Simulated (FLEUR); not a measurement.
# Input and output of a self-consistent single point for ZrHg3 (Pm-3m, 4 atoms in the cell) (FLEUR)

Level of theory: PBEsol, all-electron FLAPW (FLEUR), scalar-relativistic valence run with FLEUR.

Input as run:

Input of the input generator:

```
ZrHg3 crystal
&input film=f /
8.2490324792 0.0000000000 0.0000000000
0.0000000000 8.2490324792 0.0000000000
0.0000000000 0.0000000000 8.2490324792
1.0
1.0 1.0 1.0

4
80 0.0000000000 0.5000000000 0.5000000000
80 0.5000000000 0.0000000000 0.5000000000
80 0.5000000000 0.5000000000 0.0000000000
40 0.0000000000 0.0000000000 0.0000000000

&comp jspins=1 /
&exco xctyp='PBEs' /
&kpt div1=5 div2=5 div3=5 /
&end /
```

```xml
<?xml version="1.0" encoding="UTF-8" standalone="no"?>
<fleurInput fleurInputVersion="0.39">
   <comment>
      ZrHg3 crystal                                                                                       
   </comment>
   <calculationSetup>
      <cutoffs Kmax="3.8" Gmax="15.2" GmaxXC="15.2" numbands="0"/>
      <scfLoop itmax="100" minDistance="0.00001" maxIterBroyd="25" imix="Anderson" alpha="0.05" precondParam="0.0" spinf="2.0"/>
      <coreElectrons ctail="T" frcor="F" kcrel="0" coretail_lmax="0"/>
      <xcFunctional name="PBEs" relativisticCorrections="F"/>
      <magnetism jspins="1"/>
      <soc l_soc="F" theta="0.0" phi="0.0" spav="F"/>
      <expertModes spex="0" secvar="F"/>
      <geometryOptimization l_f="T" forcealpha="1.0" forcemix="BFGS" epsdisp="0.00001" epsforce="0.00001"/>
      <ldaU l_linMix="F" mixParam="0.05" spinf="1.0"/>
   </calculationSetup>
   <cell>
      <bzIntegration valenceElectrons="66.0" mode="gauss" fermiSmearingEnergy="0.00499791">
         <kPointListSelection listName="default-1"/>
         <!-- k-points included here -->
         <xi:include xmlns:xi="http://www.w3.org/2001/XInclude" href="kpts.xml"> </xi:include>
      </bzIntegration>
      <!-- symmetry operations included here -->
      <xi:include xmlns:xi="http://www.w3.org/2001/XInclude" href="sym.xml"> </xi:include>
      <bulkLattice scale="1.0">
         <bravaisMatrix>
            <row-1>    8.2490324792000003     0.0000000000000000     0.0000000000000000</row-1>
            <row-2>    0.0000000000000000     8.2490324792000003     0.0000000000000000</row-2>
            <row-3>    0.0000000000000000     0.0000000000000000     8.2490324792000003</row-3>
         </bravaisMatrix>
      </bulkLattice>
   </cell>
   <atomSpecies>
      <species name="Mercury (Hg)" element="Hg" atomicNumber="80">
         <mtSphere radius="2.63" gridPoints="925" logIncrement="0.015"/>
         <atomicCutoffs lmax="10" lnonsphr="8"/>
         <electronConfig flipSpins="F">
            <coreConfig>(1s1/2) (2s1/2) (2p1/2) (2p3/2) (3s1/2) (3p1/2) (3p3/2) (4s1/2) (3d3/2) (3d5/2) (4p1/2) (4p3/2) (5s1/2) (4d3/2) (4d5/2) (4f5/2) (4f7/2)</coreConfig>
            <valenceConfig>(5p1/2) (5p3/2) (6s1/2) (5d3/2) (5d5/2)</valenceConfig>
         </electronConfig>
         <energyParameters s="6" p="6" d="5" f="5"/>
         <lo type="SCLO" l="1" n="5" eDeriv="0"/>
      </species>
      <species name="Zirconium (Zr)" element="Zr" atomicNumber="40">
         <mtSphere radius="2.63" gridPoints="925" logIncrement="0.014"/>
         <atomicCutoffs lmax="10" lnonsphr="8"/>
         <electronConfig flipSpins="F">
            <coreConfig>(1s1/2) (2s1/2) (2p1/2) (2p3/2) (3s1/2) (3p1/2) (3p3/2) (3d3/2) (3d5/2)</coreConfig>
            <valenceConfig>(4s1/2) (4p1/2) (4p3/2) (5s1/2) (4d3/2) (4d5/2)</valenceConfig>
            <stateOccupation state="(4d3/2)" spinUp="0.4" spinDown="0.4"/>
            <stateOccupation state="(4d5/2)" spinUp="0.6" spinDown="0.6"/>
         </electronConfig>
         <energyParameters s="5" p="5" d="4" f="4"/>
         <lo type="SCLO" l="0" n="4" eDeriv="0"/>
         <lo type="SCLO" l="1" n="4" eDeriv="0"/>
      </species>
   </atomSpecies>
   <atomGroups>
      <atomGroup species="Mercury (Hg)">
         <relPos label="                   1">.0000000000 1.000/2.000 1.000/2.000</relPos>
         <relPos label="                   2">1.000/2.000 .0000000000 1.000/2.000</relPos>
         <relPos label="                   3">1.000/2.000 1.000/2.000 .0000000000</relPos>
         <force calculate="T" relaxXYZ="TTT"/>
      </atomGroup>
      <atomGroup species="Zirconium (Zr)">
         <relPos label="                   4">.0000000000 .0000000000 .0000000000</relPos>
         <force calculate="T" relaxXYZ="TTT"/>
      </atomGroup>
   </atomGroups>
   <output dos="F" band="F" slice="F">
      <checks vchk="F" cdinf="F"/>
      <bandDOS minEnergy="-.5*Htr" maxEnergy="0.5*Htr" sigma="0.015" storeEVData="T"/>
      <vacuumDOS vacdos="F" integ="F" star="F" nstars="0" locx1="0.0" locy1="0.0" locx2="0.0" locy2="0.0" nstm="0" tworkf="0.0"/>
      <unfoldingBand unfoldBand="F" supercellX="1" supercellY="1" supercellZ="1"/>
      <plotting iplot="0" polar="F">
         <plot TwoD="T" vec1="  1.0  0.0  0.0" vec2="  0.0  1.0  0.0" vec3="  0.0  0.0  1.0" zero="  0.0  0.0  0.0" file="plot"/>
      </plotting>
      <chargeDensitySlicing numkpt="0" minEigenval="0.0" maxEigenval="0.0" nnne="0" pallst="F"/>
      <specialOutput eonly="F"/>
      <magneticCircularDichroism mcd="F" energyLo="-10.0" energyUp="0.0"/>
   </output>
  <!-- We include the file relax.xml here to enable relaxations (see documentation) -->
  <xi:include xmlns:xi="http://www.w3.org/2001/XInclude" href="relax.xml"> <xi:fallback/> </xi:include>
</fleurInput>
```

Output (repeated stretches shortened):

```
      Welcome to FLEUR        (www.flapw.de)
      MaX-Release 8.1          (www.max-centre.eu)

 ========== k-point set info ==========
 Selected k-point list: default-1
 k-point list type: mesh
 5 x 5 x 5
 Number of k points: 10

 ------------Calculation Setup---------------------------
           1           2           5          10
 Number of basis functions:          550
 Iteration:     1   Distance:      16.05016210 me/bohr^3
 Iteration:     2   Distance:      14.35273791 me/bohr^3
 Iteration:     3   Distance:       7.27743976 me/bohr^3
 Iteration:     4   Distance:       3.74216110 me/bohr^3
 Iteration:     5   Distance:       2.82934677 me/bohr^3
 Iteration:     6   Distance:       1.29509628 me/bohr^3
   [... 6 lines left out ...]
 Iteration:    13   Distance:       0.00077056 me/bohr^3
 Iteration:    14   Distance:       0.00051490 me/bohr^3
 Iteration:    15   Distance:       0.00005744 me/bohr^3
 Iteration:    16   Distance:       0.00008234 me/bohr^3
 Iteration:    17   Distance:       0.00000405 me/bohr^3
 Run finished successfully
 Stop message:
   Structural relaxation: Done

[file out, last iteration]
             iter=     18
          p o t e n t i a l   g e n e r a t o r
[...]
          integral of pseudo charge density inside the slab=        0.000000   0.000000
     coulomb potential in the interstitial region:
          density-coulomb potential integrals
          total density-coulomb potenti  -108591.7766756251
          density-effective potential integrals for spin  1
          total density-effective poten   -1.1019478898E+05
          charge density-energy density integrals
          total charge density-energy d   -1.2171896596E+03
 Updated energy parameters for spin:           1
  Atom    1 6s branch from -3.86 to  1.09 htr. ; e_l =  0.1953
  Atom    1 6p branch from -1.94 to  1.93 htr. ; e_l =  0.4000
  Atom    1 5d branch from-12.31 to  0.26 htr. ; e_l =  0.1502
  Atom    1 5f branch from -3.05 to  2.27 htr. ; e_l =  0.7083
  Atom    1 5p branch from-20.66 to -1.94 htr. ; e_l(l -2.0060
  Atom    2 5s branch from -1.39 to  2.11 htr. ; e_l =  0.2794
  Atom    2 5p branch from -0.53 to  2.73 htr. ; e_l =  0.3920
  Atom    2 4d branch from -5.84 to  0.80 htr. ; e_l =  0.3823
  Atom    2 4f branch from -9.99 to  2.13 htr. ; e_l =  0.6445
  Atom    2 4s branch from-14.27 to -1.39 htr. ; e_l(l -1.4225
  Atom    2 4p branch from-11.08 to -0.53 htr. ; e_l(l -0.6173
[...]
 fermi energy and band-weighting factors:
at   0.40000   0.40000   0.40000   k-weight:    0.064000
   51 eigenvalues :
   -1.951543   -1.951510   -1.951510   -1.950831   -1.950208   -1.950208   -1.950204   -1.948881
   -1.948881   -1.422288   -0.615983   -0.615917   -0.615917    0.075823    0.081344    0.081344
    0.084299    0.109491    0.109491    0.114786    0.123755    0.130478    0.130478    0.133607
    0.133607    0.157657    0.157657    0.166790    0.219879    0.283089    0.283089    0.319112
    0.351255    0.351255    0.383525    0.473648    0.473648    0.533739    0.533739    0.542107
    0.593256    0.808929    0.808929    0.820279    0.829088    0.833973    0.842593    0.842593
    0.867098    0.867098    0.949248
   [... lines left out ...]
          first approx. to ef    (T=0)  :   0.385843 htr   (energy of the highest occ. eigenvalue)
          total moment                 =     0.00000
 Direct bandgap for spin            1 :    1.2472679733938064E-003  Htr
   [... lines left out ...]
          0.00000232  electrons lost from core.
          total charge for spin  1=  280.000000
          interst. charge =       6.108855
          mt charge=             78.672365   37.874049
          total charge  =  280.000000
          zc=   280.000000     qfix=    1.000000
     t o t a l  e n e r g y
          sum of eigenvalues =            -38435.3738474264
          density-coulomb potential int  -108591.7766756251
          density-effective potential i  -110194.7889754419
          charge density-ex.-corr.energ    -1217.1896595959
          el.-nucl. inter. diff. m.t.      74352.2608855618
          Madelung term for atom type:      -107.8706685722
          el.-nucl. inter. diff. m.t.       4330.3471711153
          Madelung term for atom type:       -22.3787600277
 ---->    total energy=                   -62566.5203546699 htr
 ---->    (input%tkb*entropy) TS=              0.0000000000 htr
 ---->    free energy=                    -62566.5203546699 htr
      extrapolation for T->0
 ---->    total electron energy=          -62566.5203546699 htr
 ***** TOTAL FORCES ON ATOMS *****
 TOTAL FORCE FOR ATOM TYPE=  1  X=  0.000   Y=  4.125   Z=  4.125
                       FX_TOT= 0.000000 FY_TOT= 0.000000 FZ_TOT= 0.000000
 TOTAL FORCE FOR ATOM TYPE=  2  X=  0.000   Y=  0.000   Z=  0.000
                       FX_TOT= 0.000000 FY_TOT= 0.000000 FZ_TOT= 0.000000
 Structural relaxation: Done
```

The run converged in 17 iterations. FLEUR gives forces in its relaxation mode, with a further iteration, so its stop message speaks of a relaxation.

The starting cell comes from a database of published, mostly measured structures (it also holds non-ambient and calculated ones), without a prior relaxation at this level. Spin-orbit coupling is off. Values depend on the basis (sphere radii, cutoffs, local orbitals), which need not be converged. The log's line on a gap gives a spacing of levels on this mesh, which the program prints for metals too.

These are the values that this program gave, and no reference: the default basis lacks the next d shell.

Cost on one core of a shared machine: roughly 2 min.
